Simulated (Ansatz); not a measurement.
For TaAs (model structure, started from the WC type, P-6m2, No. 187, 2 atoms in the cell), PBEsol in Ansatz (PAW) gives:

```
Item                             Result
------------------------------  -------
equilibrium lattice constant a  3.371 Å
lattice parameter c             3.456 Å
```

**Question.** What does r²SCAN in Ansatz (PAW) give for the same quantities?

**Answer.** 
- lattice constant a: 3.409 Å (rises by 1.1 %)
- lattice parameter c: 3.450 Å (falls by 0.2 %)

Changes are worked out from the printed values.

Unless a cell is named, each level is at its own relaxed cell (PBEsol 17.00, r²SCAN 17.36 Å³/atom).

Levels without +SOC leave out spin–orbit coupling, which shifts energies and cells of such heavy elements.

Ansatz's density-functional and Hartree–Fock values are scalar-relativistic unless marked +SOC, with PAW data made under PBE.

A model structure was made by putting elements into a prototype or built by hand; it is no filed structure, need not be a known phase, and can be a saddle point held by its symmetry.

Ansatz is an electronic-structure program.
